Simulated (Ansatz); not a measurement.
# CaSnF6 (space group R-3, No. 148; a cell from a computed database, its experimental status unchecked)

```xyz
8
Lattice="2.9323 1.6930 4.8707 -2.9323 1.6930 4.8707 0.0000 -3.3860 4.8707" Properties=species:S:1:pos:R:3 pbc="T T T"
Ca     0.0000     0.0000     0.0000
Sn     0.0000     0.0000     7.3061
F      1.2174    -1.0598     8.4476
F     -1.2174     1.0598     6.1646
F     -1.5265    -0.5244     8.4476
F      1.5265     0.5244     6.1646
F      0.3091     1.5842     8.4476
F     -0.3091    -1.5842     6.1646
```

Method: PBEsol, PAW, 420 eV (Ansatz, an electronic-structure program; without spin-orbit coupling). Settings: 7×7×7 k-points, 0.05 eV Fermi–Dirac smearing.

The volume per atom is 18.14 Å³ and the density is 3.12 g/cm³. The band gap comes out as 5.66 eV, direct at Γ and the electron mass comes out as 0.76 mₑ. The lowest conduction-band minima above the VBM is Γ 5.66 eV; F (1/2, 0, 1/2) 6.29 eV and the total energy is -1569.246 eV/atom (σ→0; compares only within this code and set-up).

Masses are band curvatures over ±0.01 Å⁻¹ around the edge. Whether these cells are dynamically stable was not tested.
